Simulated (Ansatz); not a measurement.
The reference is CdSe in the zinc blende structure (space group F-43m, No. 216).

```yaml
crystal:
  lattice:
    - [0.00000, 3.06658, 3.06658]
    - [3.06658, 0.00000, 3.06658]
    - [3.06658, 3.06658, 0.00000]
  atoms:
    - { symbol: Cd, position: [0.00000, 0.00000, 0.00000] }
    - { symbol: Se, position: [0.25000, 0.25000, 0.25000] }
```

All numbers come from Kohn–Sham DFT with the r2SCAN functional, run in Ansatz (a program for electronic structure) with PAW and 500 eV plane waves, no spin-orbit coupling.

One change was made to it. Results:

```json
[
 {"quantity": "gap character", "base": "direct at Γ", "after": "direct at Γ"},
 {"quantity": "electron mass", "base": "0.093 mₑ (at Γ)", "after": "0.11 mₑ (at Γ)"},
 {"quantity": "width of the top valence band", "base": "2.12 eV", "after": "2.95 eV"},
 {"quantity": "hole mass (degenerate bands, along [100])", "base": "0.098, 0.70, 0.70 mₑ (at Γ)", "after": "0.12, 0.53, 0.53 mₑ (at Γ)"},
 {"quantity": "band gap", "base": "1.04 eV", "after": "1.44 eV"}
]
```

Problem. Which of these changes matches the shifts?
A. pressure 15 GPa
B. pressure 30 GPa
C. pressure 2.1 GPa

Solution. A, pressure 15 GPa. For comparison, the band gap in the other runs: pressure 30 GPa gives 1.64 eV; pressure 2.1 GPa gives 1.12 eV.

Load acts through the strain it causes; cell and atoms are relaxed under it. Masses are band curvatures over ±0.01 Å⁻¹ around the edge. No phonon test of stability was made. Tetrahedral semiconductors of this kind turn to denser phases somewhere between about 1 and 50 GPa; those were not computed, so compressed cells here can lie past the real transition.
